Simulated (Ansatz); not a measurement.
Rh3Si2 (P-3m1): band-structure transport figures

Input:

```yaml
crystal:
  lattice:
    - [3.95784, 0.00000, 0.00000]
    - [-1.97892, 3.42759, 0.00000]
    - [0.00000, 0.00000, 5.03442]
  atoms:
    - { symbol: Si, position: [0.33333, 0.66667, 0.19780] }
    - { symbol: Si, position: [0.66667, 0.33333, 0.80220] }
    - { symbol: Rh, position: [0.33333, 0.66667, 0.67337] }
    - { symbol: Rh, position: [0.66667, 0.33333, 0.32663] }
    - { symbol: Rh, position: [0.00000, 0.00000, 0.00000] }
```

Level of theory: PBEsol, rigid bands (plane waves, PAW, scalar-relativistic; Ansatz, an electronic-structure program). Geometry: cell and atoms relaxed with PBEsol.

| Item | Value |
|---|---|
| density of states at the Fermi level | 1.19 states/(eV·cell), both spins |
| bare Sommerfeld coefficient | 0.56 mJ/(mol of atoms·K²) |
| Drude plasma energy | 5.7 (x), 5.7 (y), 4.7 (z) eV |
| root-mean-square Fermi velocity | 7.9e5 m/s |
| resistivity times τ | 15.3 (x), 15.3 (y), 22 (z) ×10⁻²² Ω·m·s |

A metal at this level (no band gap); rigid bands, thermally averaged at 300 K, both spins. Spin-orbit coupling is left out. τ is one relaxation time for all states.

Computed structure, not matched to a measured one here, so possibly hypothetical: Rh3Si2 (P-3m1).
